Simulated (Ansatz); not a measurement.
Electron-phonon data for NbB$_{2}$ (P6/mmm)

```yaml
crystal:
  lattice:
    - [3.09374, 0.00000, 0.00000]
    - [-1.54687, 2.67926, 0.00000]
    - [0.00000, 0.00000, 3.29285]
  atoms:
    - { symbol: Nb, position: [0.00000, 0.00000, 0.00000] }
    - { symbol: B, position: [0.33333, 0.66667, 0.50000] }
    - { symbol: B, position: [0.66667, 0.33333, 0.50000] }
```

The numbers are results of PBEsol, DFPT electron-phonon coupling, linearised Boltzmann equation (plane waves, PAW, scalar-relativistic; Ansatz, an electronic-structure program), not measurements. Geometry: relaxed with this functional, without spin-orbit coupling.

```json
{
  "resistivity at 300 K": "9.0 (x), 9.0 (y), 8.5 (z) μΩ·cm",
  "resistivity at 77 K": "0.57 (x), 0.57 (y), 0.54 (z) μΩ·cm",
  "electron mean free path at 300 K (weighted by the current that each state carries)": "7.7 nm",
  "electron-phonon coupling λ": "0.69",
  "transport coupling λ_tr": "0.66 (x), 0.66 (y), 0.70 (z)",
  "logarithmic_mean_phonon_energy": "33 meV",
  "density of states at the Fermi level": "0.51 states/(eV·spin·cell)",
  "Tc for μ* = 0.10 (anisotropic Eliashberg)": "12.3 K",
  "Tc for μ* = 0.13 (anisotropic Eliashberg)": "9.2 K"
}
```

A metal at this level (no band gap). Only scattering by harmonic phonons is included (no impurities, grain boundaries, electron-electron scattering or thermal expansion). Spin-orbit coupling is left out. Halving the electron mesh (32x32x24) moves the resistivity by up to 10 % at 300 K, the mean free path by up to 4 %, the coupling by up to 2 %, Tc by up to 3 %. Smearing 0.20 eV; phonons on a 5x5x4 q mesh, which this run doesn't test and which matters most at low temperature. Tc comes from the anisotropic Migdal-Eliashberg equations with μ*, a chosen number, referred to 46 meV.
